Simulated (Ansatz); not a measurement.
Base system: ZnSe in the zinc blende structure (space group F-43m, No. 216; a = 5.666 Å). Axes: x, y, z lie along the cube axes.

The values are results of r2SCAN/PAW in Ansatz (a program for electronic structure), scalar-relativistic without spin-orbit coupling, not measurements.

Base values:

Pressure: -0.01 GPa

Now apply this change: the cell is compressed by 1.00 % along z with no lateral relaxation; the atoms relax in the strained cell.

Q: How does this affect the energy relative to the base and pressure?

A: The energy increases by 0.6 meV/atom; the pressure (mean of the normal stresses, compression positive) grows by 0.67 GPa, from -0.01 GPa to 0.66 GPa.

Whether these cells are dynamically stable was not tested.
